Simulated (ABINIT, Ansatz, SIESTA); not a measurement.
# WC (P-6m2, 2 atoms in the cell) computed with different codes at matched settings

Self-consistent single point.

```
WC
1.0
    2.90755     0.00000     0.00000
   -1.45377     2.51801     0.00000
    0.00000     0.00000     2.83064
W C
1 1
Cartesian
  0.00000   0.00000   0.00000
  1.45378   0.83934   1.41532
```

Shared settings, as Ansatz (a quantum-chemistry and plane-wave program) writes them: kpoints.mp_grid.grid = 13 13 12; scf.occupations.method = fermi_dirac; scf.occupations.width = 0.136 eV. Potentials and cutoffs stand in the table.

```tsv
code	model	pressure (GPa)	cutoff
SIESTA	GGA PBEsol, numerical atomic orbitals DZP, PseudoDojo PBEsol standard norm-conserving potentials (rewritten from UPF to PSML)	0.03	grid 400 Ry
ABINIT	PBEsol, PAW (JTH v2.0 PBE PAW, files made for PBE)	-2.04	21 Ha
Ansatz	PBEsol, PAW files made with PBE	-2.96	default
```

On Ansatz's run: spin-orbit coupling is off. Spin polarisation is off.

The spread over the programs that give each value: pressure within 2.99 GPa.

SIESTA uses small atom-centred bases, whose incompleteness enters pressures, forces and empty levels differently from a plane-wave cutoff. Ansatz's pressure is given at a fixed set of plane waves, as the other plane-wave codes print theirs; with its correction for the finite basis it is -2.74 GPa (the shift of 0.22 GPa shows how far the cutoff is from converged). In the pressure, SIESTA (by 2.53) lies more than 1 GPa from the median of the plane-wave programs.

The starting cell comes from a database of computed structures (which also holds hypothetical and non-ambient phases and stackings), without a prior relaxation at this level. Its lattice was rescaled by a random factor within 2.5 % of one.

Left out of this page: GPAW, Elk and FLEUR (not drawn, or without a comparable value).

Keys are those of Ansatz 0.2.
